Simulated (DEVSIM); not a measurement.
System: Ge p-i-n diode, at 350 K.

| layer (left to right) | material | thickness (μm) | Nd (cm⁻³) | Na (cm⁻³) | τn (s) | τp (s) |
|---|---|---|---|---|---|---|
| 1 | Ge | 0.170 | - | 1.6e18 | 1.7e-7 | 1.7e-7 |
| 2 | Ge | 29.0 | 2.4e11 | - | 1.7e-7 | 1.7e-7 |
| 3 | Ge | 0.450 | 1.2e18 | - | 1.7e-7 | 1.7e-7 |

Left contact: ohmic. Right contact: ohmic. Voltage is applied to the left contact. Recombination: SRH at mid-gap, radiative, Auger. Mobility is μmin + (μ − μmin)/(1 + (N/Nref)^α).

The device is made up for the run: typed textbook-type constants, with dimensions and the other settings drawn at random. Values at 300 K; Nc and Nv go as T^1.5, mobilities as T to minus their exponent, the gap by Varshni's rule with the affinity fixed.

| parameter | Ge |
|---|---|
| gap (eV) | 0.664 |
| affinity (eV) | 4 |
| permittivity | 16 |
| Nc (cm⁻³) | 1.04e19 |
| Nv (cm⁻³) | 6e18 |
| μn (cm²/Vs) | 3900 |
| μp (cm²/Vs) | 1900 |
| μn,min | 150 |
| μp,min | 100 |
| Nref,n | 2.6e17 |
| Nref,p | 4e17 |
| αn | 0.56 |
| αp | 0.6 |
| T exponent of μn | 1.66 |
| T exponent of μp | 2.33 |
| B (cm³/s) | 6.4e-14 |
| Cn (cm⁶/s) | 1e-31 |
| Cp (cm⁶/s) | 1e-31 |
| Varshni α (eV/K) | 0.000477 |
| Varshni β (K) | 235 |

Model (solved in DEVSIM): 1D drift-diffusion, Boltzmann statistics, complete ionisation; no tunnelling, impact ionisation, image-force lowering or self-heating.

Give the dark forward current.


```csv
V (V),J (A/cm²)
0.05,0.39
0.10,1.4
0.15,4.1
0.20,13
0.25,40
0.30,130
0.35,370
0.40,910
0.45,1900
0.50,3600
```
